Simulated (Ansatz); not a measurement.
**Pressure series in Mg**

Take Mg (space group P6/mmm, No. 191; a = 5.0664 Å, c = 3.0787 Å; a model cell, its experimental status unchecked) as the base.

Cell and atoms are relaxed at each pressure.

Method: DFT with PBEsol, PAW potentials and a 420 eV plane-wave cutoff in Ansatz (a program for electronic structure), scalar-relativistic without spin-orbit coupling.

```json
[
 {"P (GPa)": "-1.98", "V (Å³/atom)": "24.309"},
 {"P (GPa)": "-0.99", "V (Å³/atom)": "23.498"},
 {"P (GPa)": "0.30", "V (Å³/atom)": "22.624"},
 {"P (GPa)": "0.70", "V (Å³/atom)": "22.383"},
 {"P (GPa)": "1.50", "V (Å³/atom)": "21.937"},
 {"P (GPa)": "3.00", "V (Å³/atom)": "21.204"},
 {"P (GPa)": "4.99", "V (Å³/atom)": "20.385"},
 {"P (GPa)": "7.50", "V (Å³/atom)": "19.525"},
 {"P (GPa)": "10.00", "V (Å³/atom)": "18.808"}
]
```

Task: Fit a third-order Birch–Murnaghan equation of state.

Result: Least squares on P(V) = (3B₀/2)[(V₀/V)^(7/3) − (V₀/V)^(5/3)]·[1 + (3/4)(B₀′ − 4)((V₀/V)^(2/3) − 1)] gives V₀ = 22.81 Å³/atom, B₀ = 35 GPa and B₀′ = 3.9.

Load acts through the strain it causes; cell and atoms are relaxed under it. Whether these cells are dynamically stable was not tested. No other phases were tried under pressure. This is not the structure that Mg has at room temperature and ambient pressure.
